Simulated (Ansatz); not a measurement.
The reference is SrTiO3 in the cubic perovskite structure (space group Pm-3m, No. 221; a = 3.936 Å).

Method: PBE, PAW, 420 eV (Ansatz, a first-principles code; spin-orbit coupling left out), earlier PAW set.

Carriers are added at fixed cell with a uniform background; the Fermi–Dirac width is that of 300 K.

One change was made to it. Results:

The gap between the host's bands rises by 0.40 eV, from 1.85 eV to 2.25 eV; the Fermi level relative to the doped band's edge (positive inside the band; to 0.05 eV) amounts to +0.40 eV; the gap character remains indirect, R → Γ.

Problem. What was done to the base?
(A) electrons 5.0×10^21 cm⁻³
(B) holes 7.0×10^21 cm⁻³
(C) holes 2.0×10^21 cm⁻³
(D) electrons 3.0×10^21 cm⁻³
(E) holes 5.0×10^21 cm⁻³

Solution. A, electrons 5.0×10^21 cm⁻³. For comparison, the gap between the host's bands in the other runs: holes 5.0×10^21 cm⁻³ gives 1.98 eV; holes 2.0×10^21 cm⁻³ gives 1.90 eV; electrons 3.0×10^21 cm⁻³ gives 2.09 eV; holes 7.0×10^21 cm⁻³ gives 2.04 eV.

Charged cell with a jellium background: band edges are those of the host's band count, energies are not comparable with the neutral cell, and many-body gap narrowing is missing. No phonon test of stability was made. The final runs are not spin-polarised. Many cubic perovskites are stable only at high temperature; tilts and polar distortions were not tested.
